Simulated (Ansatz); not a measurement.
Base system: MgS in the rock salt structure (space group Fm-3m, No. 225; a = 5.182 Å).

Level of theory: PBEsol (Ansatz, a first-principles code, PAW, no SOC).

Base values:

- Shortest interatomic distance: 2.591 Å
- Valley order: X along ⟨100⟩ 2.73 eV; Γ 3.69 eV
- Electron mass: 0.53 mₑ along k, 0.29 mₑ across (at X)

Now apply this change: a hydrostatic pressure of 2.1 GPa.

Question: Predict the new shortest interatomic distance, valley order and electron mass.

Answer: The shortest interatomic distance decreases by 0.022 Å to 2.569 Å; the valley order (the lowest conduction-band minima on the path, energy above the VBM, named in the base's zone) changes from X along ⟨100⟩ 2.73 eV; Γ 3.69 eV to X along ⟨100⟩ 2.78 eV; Γ 3.90 eV; the electron mass remains 0.53 mₑ along k, 0.29 mₑ across (at X).

The levels and masses belong to the bands next to the band gap. Load acts through the strain it causes; cell and atoms are relaxed under it. Masses are band curvatures over ±0.01 Å⁻¹ around the edge. Along k means along the line from Γ to the band edge. Whether these cells are dynamically stable was not tested.
